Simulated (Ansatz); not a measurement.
# Response to strain in hypothetical CdI2 type CeO2

The parent structure is CeO2 in the CdI2 type structure (space group P-3m1, No. 164; a hypothetical phase, not in the database extracts checked).

```cif
data_CeO2
_chemical_formula_sum 'Ce1 O2'
_space_group_name_H-M_alt 'P 1'
_space_group_IT_number 1
_cell_length_a 3.60166
_cell_length_b 3.60166
_cell_length_c 4.52302
_cell_angle_alpha 90.000
_cell_angle_beta 90.000
_cell_angle_gamma 120.000
loop_
_space_group_symop_operation_xyz
  'x, y, z'
loop_
_atom_site_label
_atom_site_type_symbol
_atom_site_fract_x
_atom_site_fract_y
_atom_site_fract_z
_atom_site_occupancy
Ce1 Ce 0.00000 0.00000 0.00000 1
O1 O 0.33333 0.66667 0.20033 1
O2 O 0.66667 0.33333 0.79967 1
```

Strains are applied to the cell and any free atomic positions relax.

Method: PBE-D3(BJ) (Ansatz, a first-principles code; PAW; 420 eV plane waves; no spin-orbit coupling), earlier PAW set.

Notes on the quantities. energy relative to the base: free energy F.

| isotropic strain (%) | energy relative to the base (meV/atom) |
|---|---|
| -4.6 | 99.4 |
| -0.63 | ? |
| -0.33 | 0.5 |
| 0 | 0.0 |
| 5.39 | 104.8 |

Problem. Fit ΔE = Aε² + Bε³ (ε in %) to the rows shown and predict the withheld row.

Solution. Least squares on the printed values gives A = 4.20 and B = -0.11 meV/atom (largest residual 0.0 meV/atom); this predicts 1.7 meV/atom, and the run gives 1.7 meV/atom, in agreement.

Whether these cells are dynamically stable was not tested. Seeded moments were not kept for the base. The final runs are not spin-polarised.
